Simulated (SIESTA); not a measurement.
Band structure of TiN (Fm-3m, 2 atoms in the cell).

```
CELL_PARAMETERS angstrom
      0.00000     2.12000     2.12000
      2.12000     0.00000     2.12000
      2.12000     2.12000     0.00000
ATOMIC_POSITIONS crystal
  Ti 0.00000 0.00000 0.00000
  N  0.50000 0.50000 0.50000
```

Level of theory: GGA PBE, numerical atomic orbitals DZP, PseudoDojo PBE standard norm-conserving potentials (rewritten from UPF to PSML) in SIESTA.

Settings: XC.functional = GGA; XC.authors = PBE; potentials = PseudoDojo PBE standard; PAO.BasisSize = DZP; PAO.EnergyShift = 0.005 Ry; MeshCutoff = 400 Ry; kgrid.MonkhorstPack = 18 18 18; OccupationFunction = FD; ElectronicTemperature = 0.1 eV; MaxSCFIterations = 150; SCF.Mixer.Method = Broyden; SCF.Mixer.Weight = 0.25; SCF.Mixer.History = 6; SCF.DM.Tolerance = 1.0E-05.

The starting cell has typed, rounded lattice constants, without a prior relaxation at this level. Spin polarisation is off; with an odd number of electrons in the cell that forces a metal, and a magnetic state may lie lower. Values carry the incompleteness of an atom-centred basis.

Levels in eV from the Fermi level, bands 5 to 10:
```
point       5      6      7      8      9     10
-----  ------  -----  -----  -----  -----  -----
Γ      -17.10  -2.00  -2.00  -2.00  -0.64  -0.64
X      -15.70  -5.86  -3.16  -3.16  -3.10   1.65
W      -15.23  -5.51  -5.51  -5.39   0.94   0.94
K      -15.27  -5.85  -5.75  -4.47  -0.46   1.96
L      -14.62  -8.13  -5.52  -5.52   1.68   1.68
U      -15.27  -5.85  -5.75  -4.47  -0.46   1.96
```

Bands cross the Fermi level along this path, so the cell is metallic at this level.

Higher empty bands are left out: an atom-centred basis made for the valence describes them poorly.
